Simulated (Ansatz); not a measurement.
The complex Ge on the Ca site + O vacancy in rock-salt CaO (the Ca site; O 2.42 Å away) and its isolated parts, with the Fermi level 1.80 eV above the valence-band maximum, each in its stable bound charge state.

These are PBE, PAW (plane waves to 420 eV; Ansatz, a program for electronic structure) values and carry that method's errors. Cell and caveats: 64-site cell; 2×2×2 shifted k-points; host gap 3.66 eV; charged states image-corrected; not converged in cell size; flagged in the runs: for some of the defects a strain field that reaches the edge of the cell.

```json
[
 {"defect": "Ge on the Ca site", "charge": "0", "E_f, elements as references (eV)": "4.34"},
 {"defect": "O vacancy", "charge": "+1", "E_f, elements as references (eV)": "5.66"}
]
```

Problem. Is the complex bound, by how much, and in which charge state?

Solution. The complex has charge +2 and E_f = 9.19 eV: 4.34 + 5.66 − (9.19) = 0.81 eV, bound. The charge changes by +1 on pairing, so the value moves with the Fermi level.
